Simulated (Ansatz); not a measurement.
Effect of Ru → Re on Ru

The reference is Ru in the hcp (Mg type) structure (space group P6_3/mmc, No. 194; a = 2.722 Å, c = 4.291 Å).

Modification: full substitution Ru → Re, then cell and atoms are relaxed.

The values are results of PBE (Ansatz, an electronic-structure program), no spin-orbit coupling, earlier PAW set, not measurements. Γ-centred 19×19×11 mesh, Fermi–Dirac width 0.05 eV, for the changed cell.

```yaml
volume_per_atom: 14.95 Å³ (base 13.77 Å³)
density: 20.68 g/cm³ (base 12.19 g/cm³)
lattice_parameter_a: 5.244 bohr (base 5.144 bohr)
c/a ratio: 1.615 (base 1.576)
space_group: P6_3/mmc (No. 194) (base P6_3/mmc (No. 194))
shortest_interatomic_distance: 5.207 bohr (base 5.026 bohr)
band_gap: zero (base zero)
```

Final structure:

```
Re
1.0
    2.77522     0.00000     0.00000
   -1.38761     2.40341     0.00000
    0.00000     0.00000     4.48307
Re
2
Cartesian
  0.00000   1.60227   3.36230
  1.38761   0.80114   1.12077
```

Stability against distortions was not tested. The final runs are not spin-polarised.
